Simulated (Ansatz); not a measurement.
Take Nb in the bcc (W type) structure (space group Im-3m, No. 229; relaxed with 0.1 eV smearing) as the base.

```
CELL_PARAMETERS angstrom
     -1.62421     1.62421     1.62421
      1.62421    -1.62421     1.62421
      1.62421     1.62421    -1.62421
ATOMIC_POSITIONS crystal
  Nb 0.00000 0.00000 0.00000
```

Cartesian axes are those of the cell as printed.

Method: Ansatz (a program for electronic structure), LDA, PAW, cutoff 420 eV, spin-orbit coupling left out.

Strains are applied to the cell and any free atomic positions relax; under biaxial strain the out-of-plane vector relaxes too.

One change was made to it. Results:

The pressure (mean of the normal stresses, compression positive) goes from zero to -3.0 GPa; the volume per atom grows by 0.295 Å³, from 17.14 Å³ to 17.43 Å³; the energy grows by 10 meV/atom.

Task: What was done to the base?
(A) biaxial strain −1.00 %, plane normal [001], relaxed out of plane
(B) biaxial strain +2.00 %, plane normal [001], relaxed out of plane
(C) biaxial strain −3.00 %, plane normal [001], relaxed out of plane
(D) biaxial strain +0.50 %, plane normal [001], relaxed out of plane

Result: B, biaxial strain +2.00 %, plane normal [001], relaxed out of plane. For comparison, the energy relative to the base in the other runs: biaxial strain +0.50 %, plane normal [001], relaxed out of plane gives +0.7 meV/atom; biaxial strain −1.00 %, plane normal [001], relaxed out of plane gives +3.0 meV/atom; biaxial strain −3.00 %, plane normal [001], relaxed out of plane gives +29 meV/atom.

Stability against distortions was not tested. The final runs are not spin-polarised.
